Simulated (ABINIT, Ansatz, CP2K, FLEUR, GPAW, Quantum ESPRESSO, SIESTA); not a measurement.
**Al3Ir (P6_3/mmc, 8 atoms in the cell) computed with different codes at matched settings**

Self-consistent single point.

```xyz
8
Lattice="4.3735 0.0000 0.0000 -2.1867 3.7875 0.0000 0.0000 0.0000 7.9281" Properties=species:S:1:pos:R:3 pbc="T T T"
Al     0.0000     0.0000     1.9820
Al     0.0000     0.0000     5.9461
Al     0.0000     2.5250     4.5974
Al     2.1867     1.2625     3.3307
Al     2.1867     1.2625     0.6334
Al     0.0000     2.5250     7.2947
Ir     0.0000     2.5250     1.9820
Ir     2.1867     1.2625     5.9461
```

All programs got the same cell, k-point mesh and kind of occupations (in Ansatz's words: kpoints.mp_grid.grid = 7 7 4; scf.occupations.method = gaussian; scf.occupations.width = 0.136 eV); potentials, basis and cutoffs are each program's usual ones.

| code | model | pressure (GPa) | largest force (eV/Å) | k-points | cutoff |
|---|---|---|---|---|---|
| Ansatz | PBEsol, PAW files made with PBE | -10.11 | 0.076 | 24 | default |
| GPAW | PBEsol, GPAW PAW datasets PBEsol (made by gpaw-setup) | -9.74 | 0.075 | 24 | 600 eV |
| Quantum ESPRESSO | PBEsol, PseudoDojo standard norm-conserving (PBESOL) pseudopotentials | -10.14 | 0.066 | 24 | 70 Ry |
| ABINIT | PBEsol, PAW (JTH v2.0 PBE PAW, files made for PBE) | -9.77 | 0.071 | 24 | 21 Ha |
| SIESTA | GGA PBEsol, numerical atomic orbitals DZP, PseudoDojo PBEsol standard norm-conserving potentials (rewritten from UPF to PSML) | -9.99 | 0.067 | 102 | grid 300 Ry |
| FLEUR | PBEsol, all-electron FLAPW (FLEUR), scalar-relativistic valence | – | 0.082 | 24 | Kmax 4.5 1/bohr |
| CP2K | PBEsol, GPW, TZVP-MOLOPT-SR-GTH basis, GTH-PBE potentials (GTH_POTENTIALS) | -8.76 | 0.087 | 99 | grid 500 Ry |

A dash marks a value that a program does not give, or that is left out as unsure.

The spread over the programs that give each value: pressure within 1.38 GPa; largest force within 0.021 eV/Å.

The starting cell comes from a database of computed structures (which also holds hypothetical and non-ambient phases and stackings), without a prior relaxation at this level. Its lattice was rescaled by a random factor within 2.5 % of one. On Ansatz's run: Spin-orbit coupling is off. Spin polarisation is off. In the base run, with a pressure of about -10 GPa the cell is away from its equilibrium volume at this level.

Problem. Why do the programs differ, and what cannot be compared?

Solution. Differences of this kind can come from the potentials, where these differ, and from what each basis and cutoff leave unconverged. The valence holds different numbers of electrons (Ansatz (a program for electronic structure) 52, GPAW 48, Quantum ESPRESSO 52, ABINIT 48, SIESTA 52, FLEUR 48, CP2K 52). The zero of total energies and Fermi levels follows the potentials and each program's conventions, so they are not compared here. SIESTA and CP2K use small atom-centred bases, whose incompleteness enters pressures, forces and empty levels differently from a plane-wave cutoff. FLEUR treats all electrons, but the usual bases taken here (sphere radii, linearisation, local orbitals, empty states) were not tested for convergence, so the values are no reference for the others. Ansatz's pressure is given at a fixed set of plane waves, as the other plane-wave codes print theirs; with its correction for the finite basis it is -10.08 GPa. The programs reduce the same mesh by symmetry to different extents, which changes the work and not the result. In the pressure, CP2K (by 1.18) lies more than 1 GPa from the median of the plane-wave programs.

Left out of this page: Elk (not drawn, or without a comparable value).

Keys are those of Ansatz 0.2.
